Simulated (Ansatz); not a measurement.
Base system: CsCaBr$_{3}$ in the cubic perovskite structure (space group Pm-3m, No. 221; a = 5.6402 Å; a cell from a computed database, its experimental status unchecked). Axes: x, y, z lie along the cube axes.

Levels (all Ansatz, an electronic-structure program, PAW): PBEsol (420 eV, no SOC); r2SCAN (500 eV, no spin-orbit coupling).

Its gap is 4.40 eV with PBEsol and 5.29 eV with r2SCAN.

It is then changed as follows: compressive biaxial strain of 3.30 % in the plane normal to [001], as in epitaxy on a mismatched substrate; the out-of-plane cell vector and the atoms relax.

With PBEsol the gap becomes 4.48 eV.

Task: If the r2SCAN correction stayed the same, what would the r2SCAN gap be, and what does the r2SCAN run give?

Result: A rigid correction of +0.89 eV gives 5.37 eV. The r2SCAN run gives 5.19 eV, so the correction itself changes by -0.18 eV.

Single points use the geometry relaxed with PBEsol. Whether these cells are dynamically stable was not tested. Many cubic perovskites are stable only at high temperature; tilts and polar distortions were not tested.
